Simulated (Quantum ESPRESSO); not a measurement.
Quantum ESPRESSO 7.5, DFT, PBE, plane waves, PseudoDojo 0.5 standard norm-conserving PBE (local tails restored to the Coulomb form): bcc Li, 1 atom. Basis and mesh were picked for this test and aren't claimed converged.

```json
{
 "cell": "3.04, 3.04, 3.04 Å; 109.5, 109.5, 109.5°",
 "task": "scf",
 "k mesh": "16×16×16",
 "ecutwfc": "74 Ry",
 "ecutrho": "296 Ry",
 "occupations": "smearing",
 "smearing": "mv",
 "degauss": "0.02 Ry",
 "conv_thr": "1e-09 Ry",
 "tprnfor": "true",
 "tstress": "false",
 "k-point pools (-nk)": "32",
 "diagonalization": "david (default)",
 "mixing_mode": "plain (default)",
 "mixing_beta": "0.7 (default)",
 "mixing_ndim": "8 (default)",
 "k-points computed": "145",
 "bands": "6",
 "electrons": "3",
 "G-vectors of the density": "12527",
 "FFT grid": "32×32×32",
 "symmetry_operations": "48"
}
```

Machine: one whole node, AMD EPYC (Zen 5), 96 cores on 1 socket, no SMT, 12 L3 cache groups.

Each time is the median wall time of two to five repeats, run one at a time on the otherwise empty machine; start-up is included. Processes are pinned to neighbouring cores unless said otherwise. The times hold for this build (conda-forge: Open MPI 5.0, OpenMP, OpenBLAS 0.3.34 (pthreads), FFTW, ScaLAPACK, ELPA). Scratch files lie in a memory file system. This build's BLAS runs threads of its own beside OpenMP's, on the same cores; «BLAS threads» counts them.

Started as
```bash
OMP_NUM_THREADS=1 mpirun -np 96 pw.x -nk 32 -in pw.in
```
(96 ranks, -nk 32) it takes 1.2 s and 4 SCF iterations.

### Question
Estimate the wall time with 12 ranks × 8 threads, 8 BLAS threads, -nk 12.

### Answer
About 9.5 s (2 runs within 10 %): 7.6× as long. The largest move is in the rest of the band solver (c_bands and wfcinit less FFTs, projectors and diagonalisation: overlaps, rotations, waiting): 0.050 s to 5.1 s. The BLAS threads cost time here: 12 ranks × 8 threads, 8 BLAS threads takes 9.5 s and 530 core-seconds of CPU time, the same layout with one BLAS thread 1.4 s and 64. Launch, exit and the like take 0.79 s of the 1.2 s. Change in the result: energy equal as printed.
